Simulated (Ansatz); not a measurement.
# Spacing of layers (Å) in related cells

A. As (R-3m)
B. Sb (R-3m)

Plane-wave PAW calculations with Ansatz (a first-principles code), its PAW set soft_1. Each column's cells are at rest at that level. The structures are the rest points that the relaxations reached, not proven lowest. For stacks the gap between the facing planes of neighbouring layers, for slabs the distance of the two top planes (atoms within 0.45 Å in height make one plane), for layered crystals the repeat.

```csv
cell,PBE+D3(BJ),r2SCAN+D4 (own geometry)
A,3.37 (repeat),3.62 (repeat)
B,3.68 (repeat),3.80 (repeat)
```

With PBE+D3(BJ) the value of B exceeds that of A by 0.31 Å. With r2SCAN+D4 (own geometry) the value of B exceeds that of A by 0.18 Å.
